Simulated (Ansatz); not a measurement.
Functionals compared on OH on the 1x1 (10-10) surface of wurtzite ZnO (cut with top plane O + Zn), one in a 2x1 cell, started at the site 'over O at depth 0.9 Å', in Ansatz (plane waves, PAW). The structure was relaxed with PBE; the other rows are single points on it, each with its references at the same level. Cutoff 420 eV (500 eV for r2SCAN). The points keep PBE's geometry, so the relaxation of a polaron and the settling of charge on one site are left out.

Host crystal: wurtzite ZnO, with a band gap (PBE, scalar-relativistic without spin-orbit coupling).

Slab: 34 atoms, 9.4 Å thick at the start under the adsorbate (thin: gaps and levels are the slab's own); k 3x4x1, smearing 0.01 eV, dipole-corrected; 16 atoms held, the rest relaxed; held to the start's symmetry, so lower structures may exist; spin-polarised, ending with about 0.7 μB a cell, a value that depends on the mesh; orders that need a larger cell were not tried, no spin-orbit, no U, no dispersion correction. The slab shows no gap over 0.04 eV on its mesh. It is one chosen start, not shown to be the lowest state of the adsorbate. These notes are the PBE run's. r2SCAN: The program's check for a lower electronic state was not made. Adsorption energies are against H2O(g) − ½ H2(g). A negative adsorption energy means that the adsorbate is more stable on the surface than in its reference.

```
functional  adsorption energy (eV)
----------  ----------------------
PBE                           1.38
RPBE                          1.45
r2SCAN                        1.35
```

Ansatz is an electronic-structure program.
